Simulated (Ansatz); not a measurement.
# GaN under a change: biaxial strain +0.95 %, plane normal [001], relaxed out of plane

Start from GaN in the wurtzite structure (space group P6_3mc, No. 186; a = 3.1831 Å, c = 5.1836 Å). Axes: x lies along a and z along c of the hexagonal cell.

Now apply this change: biaxial strain +0.95 %, plane normal [001], relaxed out of plane (Cartesian); in-plane vectors clamped, the third vector and the atoms free.

All numbers come from Ansatz (a program for electronic structure) r2SCAN, spin-orbit coupling left out. Γ-centred 12×12×7 mesh, Fermi–Dirac width 0.05 eV.

```csv
quantity,base,changed,shift
volume per atom,11.37 Å³,11.54 Å³,+0.17 Å³
space group,P6_3mc (No. 186),P6_3mc (No. 186),–
shortest interatomic distance,1.946 Å,1.956 Å,+0.010 Å
"pressure (mean of the normal stresses, compression positive)",0.00 GPa,-2.75 GPa,-2.75 GPa
band gap,2.35 eV,2.25 eV,-0.10 eV
gap character,direct at Γ,direct at Γ,–
width of the top valence band,2.85 eV,2.79 eV,-0.06 eV
electron mass,"0.17 mₑ along c, 0.19 mₑ across (at Γ)","0.17 mₑ out of plane, 0.18 mₑ in plane (at Γ)",–
hole mass,–,"0.15 mₑ out of plane, 2.8 mₑ in plane (at Γ)",–
"valence-band top at Γ (three highest levels, from the VBM)","0.00, 0.00, -0.04 eV","0.00, -0.04, -0.04 eV",–
out-of-plane strain,–,-0.45 %,–
ratio −ε⊥/ε∥,–,0.47,–
mean in-plane stress (compression positive),–,-4.1 GPa,–
```

Masses are band curvatures over ±0.01 Å⁻¹ around the edge. Semilocal Kohn–Sham gaps tend to fall short of experiment. No phonon test of stability was made.
